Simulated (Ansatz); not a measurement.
# WGe (model structure, started from the CrB type, Cmcm, No. 63, 4 atoms in the cell): properties by level of theory

```
level (code)         volume per atom (Å³/atom)  enthalpy of formation (eV/atom)
-------------------  -------------------------  -------------------------------
PBE (Ansatz)                             15.89                            0.384
PBEsol (Ansatz)                          15.34                            0.308
PBE-D3(BJ) (Ansatz)                      15.37                            0.315
```

Ansatz's density-functional and Hartree–Fock values are scalar-relativistic unless marked +SOC, with PAW data made under PBE.

Computed values are for the static lattice.

A model structure was made by putting elements into a prototype or built by hand; it is no filed structure, need not be a known phase, and can be a saddle point held by its symmetry.

Ansatz is a first-principles code.
